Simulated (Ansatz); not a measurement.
Symmetric slabs, relaxed from ideal cuts in 1x1 cells, of elemental solids: work function (eV) by functional, in Ansatz (plane waves, PAW). All structures are PBE's; the other columns are single points with references at the same level. No spin-orbit coupling, Hubbard U or dispersion. The rows are a random draw from the class, without slabs that broke up, higher cuts of a face and adsorbates that left their site.

```
system                                               PBE (eV)  r2SCAN (eV)
---------------------------------------------------  --------  -----------
hcp Os (21-30), ideal cut with outer spacing 0.30 Å      4.85         4.89
bcc V (211), ideal cut with outer spacing 1.22 Å         3.91         3.92
bcc K (210), ideal cut with outer spacing 1.18 Å         2.30         2.27
hcp Re (22-41), ideal cut with outer spacing 0.34 Å      4.40         4.44
hcp Y (21-30), ideal cut with outer spacing 0.40 Å       3.03            ?
beta tin (211), ideal cut with outer spacing 0.51 Å      4.11         4.25
hcp Sc (22-41), ideal cut with outer spacing 0.41 Å      3.07         3.10
hcp Re (10-12), ideal cut with outer spacing 1.09 Å      4.63         4.67
```

Task: Fit a straight line y = a·x + b by least squares to the 7 complete rows (x: PBE (eV); y: r2SCAN (eV)).

Result: the means are x̄ = 3.8957 and ȳ = 3.9343; Σ(x − x̄)² = 4.9784 and Σ(x − x̄)(y − ȳ) = 5.1193, so a = 1.028 and b = ȳ − a·x̄ = -0.072. The largest residual is 0.095.

Task: What does the line predict for the withheld row, hcp Y (21-30), ideal cut with outer spacing 0.40 Å, and what did the calculation give?

Result: the line gives 3.04; the calculation gave 3.08, a miss of 0.04, of the size of the fitted rows' scatter and rounding.

Ansatz is a program for electronic structure.
